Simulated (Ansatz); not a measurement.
The reference is WSi2 (space group I4/mmm, No. 139; relaxed with 0.1 eV smearing).

```
WSi2
1.0
   -1.60572     1.60572     3.90242
    1.60572    -1.60572     3.90242
    1.60572     1.60572    -3.90242
W Si
1 2
Cartesian
  0.00000   0.00000   0.00000
  0.00000   0.00000   2.61323
  0.00000   0.00000   5.19162
```

Cartesian axes are those of the cell as printed.

Level of theory: DFT with r2SCAN, PAW potentials and a 500 eV plane-wave cutoff in Ansatz (a first-principles code), without spin-orbit coupling.

The change: biaxial strain −3.84 %, plane normal [001], relaxed out of plane (Cartesian); in-plane vectors clamped, the third vector and the atoms free.

Problem. How does this affect the out-of-plane strain and in-plane stress?

Solution. The out-of-plane strain amounts to +1.60 %; the mean in-plane stress (compression positive) comes out as +23.6 GPa.

Whether these cells are dynamically stable was not tested. The final runs are not spin-polarised.
